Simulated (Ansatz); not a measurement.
## How the cohesive energy of BeS (model structure, started from the NiAs type, P6₃/mmc, No. 194, 4 atoms in the cell) moves with the method

No measured value is used here.

```csv
level (code),value (eV/atom),cell (Å³/atom)
LDA (Ansatz),4.73,11.79
PBE (Ansatz),3.95,12.37
PBEsol (Ansatz),4.33,12.06
PBE-D3(BJ) (Ansatz),4.30,11.86
r²SCAN (Ansatz),4.02,12.39
r²SCAN+rVV10 (Ansatz),4.16,12.32
```

Each level is taken at its own relaxed cell. Cutoffs differ between the levels. Ansatz's density-functional and Hartree–Fock values are scalar-relativistic unless marked +SOC, with PAW data made under PBE.

A model structure was made by putting elements into a prototype or built by hand; it is no filed structure, need not be a known phase, and can be a saddle point held by its symmetry.

Ansatz is an electronic-structure program.
